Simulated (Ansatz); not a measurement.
Consider Re in the hcp (Mg type) structure (space group P6_3/mmc, No. 194; a = 2.752 Å, c = 4.440 Å; relaxed with 0.1 eV smearing). Axes: x lies along a and z along c of the hexagonal cell.

Level of theory: DFT with PBEsol, PAW potentials and a 420 eV plane-wave cutoff in Ansatz (a program for electronic structure), without spin-orbit coupling.

For the base:

```
Quantity   Result
--------  -------
Pressure  0.0 GPa
```

Now apply this change: the cell is stretched by 1.50 % along x with no lateral relaxation, atoms relaxed at fixed cell.

### Question
What does the calculation give for the pressure after the change?

### Answer
The pressure (mean of the normal stresses, compression positive) goes from zero to -5.6 GPa.

The cells carry an imposed strain or load. No phonon test of stability was made. The final runs are not spin-polarised.
